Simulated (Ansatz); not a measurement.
The parent structure is MoSi₂ (space group I4/mmm, No. 139; relaxed with 0.1 eV smearing).

```
MoSi2
1.0
   -1.60839     1.60839     3.93729
    1.60839    -1.60839     3.93729
    1.60839     1.60839    -3.93729
Mo Si
1 2
Direct
  0.00000   0.00000   0.00000
  0.33508   0.33508   0.00000
  0.66492   0.66492   0.00000
```

Cartesian axes are those of the cell as printed.

Method: Kohn–Sham DFT with the PBE functional, run in Ansatz (an electronic-structure program) with PAW and 420 eV plane waves, scalar-relativistic without spin-orbit coupling.

Before the change:

```
Property    Value
--------  -------
Pressure  0.0 GPa
```

One thing is altered: biaxial strain +3.64 %, plane normal [001], relaxed out of plane (Cartesian); in-plane vectors clamped, the third vector and the atoms free.

What does the calculation give for the energy relative to the base after the change?

The energy grows by 48 meV/atom.

What does the calculation give for the ratio −ε⊥/ε∥ after the change?

The ratio −ε⊥/ε∥ comes out as 0.31.

Predict the new pressure.

The pressure (mean of the normal stresses, compression positive) goes from zero to -9.7 GPa.

Stability against distortions was not tested. The final runs are not spin-polarised.
